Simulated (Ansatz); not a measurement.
The starting structures come from a database of crystals and need not be the phases stable at ambient conditions.

 Where the default PAW files enter, the runs use the earlier of Ansatz's two default sets.

Tunnelling through a barrier is set by its complex band structure: the current falls as exp(−2κd) with the smallest κ.

```yaml
crystal:
  lattice:
    - [4.06875, 0.00000, 0.00000]
    - [0.02437, 5.76264, 0.00000]
    - [0.01218, 2.88132, 2.87273]
  atoms:
    - { symbol: Sc, position: [0.00000, 0.00000, 0.00000] }
    - { symbol: F, position: [0.01157, 0.50000, 0.48844] }
    - { symbol: F, position: [0.50000, 0.98843, 0.02313] }
    - { symbol: F, position: [0.98843, 0.01157, 0.48844] }
```

Space group of this cell: R32. The cell is taken as given; by r2SCAN its mean pressure is -2.5 GPa.

Transport runs along the normal of the first two printed cell vectors, the (110) plane of the conventional cell.

No gap correction and no spin-orbit coupling; mid-gap values are interpolated between computed energies.

Problem. Compute, with r2SCAN (Ansatz, an electronic-structure program), the band gap and the smallest decay constant κ at mid-gap.

Solution. Gap 6.82 eV on a 10×10×10 mesh; κ = 0.584 1/Å, at the zone centre.
